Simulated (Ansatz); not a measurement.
The parent structure is CdGeAs2 in the chalcopyrite structure (space group I-42d, No. 122).

```
CELL_PARAMETERS angstrom
     -2.93676     2.93676     5.61322
      2.93676    -2.93676     5.61322
      2.93676     2.93676    -5.61322
ATOMIC_POSITIONS crystal
  Cd 0.00000 0.00000 0.00000
  Cd 0.75000 0.25000 0.50000
  Ge 0.50000 0.50000 0.00000
  Ge 0.25000 0.75000 0.50000
  As 0.87500 0.85102 0.47602
  As 0.14898 0.62500 0.02398
  As 0.37500 0.39898 0.52398
  As 0.60102 0.12500 0.97602
```

Cartesian axes are those of the cell as printed.

Computed with LDA (Ansatz, a program for electronic structure), without spin-orbit coupling.

Before the change:

Pressure: 0.00 GPa
Shortest interatomic distance: 2.426 Å

Modification: uniaxial strain ε_zz = −1.50 %, all other strain components held at zero, atoms relaxed at fixed cell.

### Question
How does this affect the pressure, shortest interatomic distance and energy relative to the base?

### Answer
The pressure (mean of the normal stresses, compression positive) goes from zero to 1.00 GPa; the shortest interatomic distance shrinks by 0.0128 Å, from 2.426 Å to 2.414 Å; the energy grows by 1.5 meV/atom.

Whether these cells are dynamically stable was not tested.
